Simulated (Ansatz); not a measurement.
**Nb2N: pressure series**

The reference is Nb2N (space group P-31m, No. 162; a cell from a computed database, its experimental status unchecked).

```yaml
crystal:
  lattice:
    - [5.26697, 0.00000, 0.00000]
    - [-2.63348, 4.56133, 0.00000]
    - [0.00000, 0.00000, 4.94374]
  atoms:
    - { symbol: Nb, position: [0.00000, 0.33349, 0.75109] }
    - { symbol: Nb, position: [0.00000, 0.66651, 0.24891] }
    - { symbol: Nb, position: [0.66651, 0.66651, 0.75109] }
    - { symbol: Nb, position: [0.33349, 0.33349, 0.24891] }
    - { symbol: Nb, position: [0.33349, 0.00000, 0.75109] }
    - { symbol: Nb, position: [0.66651, 0.00000, 0.24891] }
    - { symbol: N, position: [0.66667, 0.33333, 0.50000] }
    - { symbol: N, position: [0.33333, 0.66667, 0.50000] }
    - { symbol: N, position: [0.00000, 0.00000, 0.00000] }
```

Cell and atoms are relaxed at each pressure.

The values are results of PBEsol/PAW in Ansatz (a first-principles code), without spin-orbit coupling, not measurements.

```
P (GPa)  V (Å³/atom)
-------  -----------
-1.99         13.294
-0.99         13.245
0.30          13.182
0.70          13.164
1.49          13.126
2.99          13.058
4.99          12.969
7.50          12.862
10.00         12.759
```

Task: Fit a third-order Birch–Murnaghan equation of state.

Result: Least squares on P(V) = (3B₀/2)[(V₀/V)^(7/3) − (V₀/V)^(5/3)]·[1 + (3/4)(B₀′ − 4)((V₀/V)^(2/3) − 1)] gives V₀ = 13.20 Å³/atom, B₀ = 276 GPa and B₀′ = 4.3.

Load acts through the strain it causes; cell and atoms are relaxed under it. No phonon test of stability was made. No other phases were tried under pressure. The final runs are not spin-polarised. An odd electron count without spin: Nb2N.
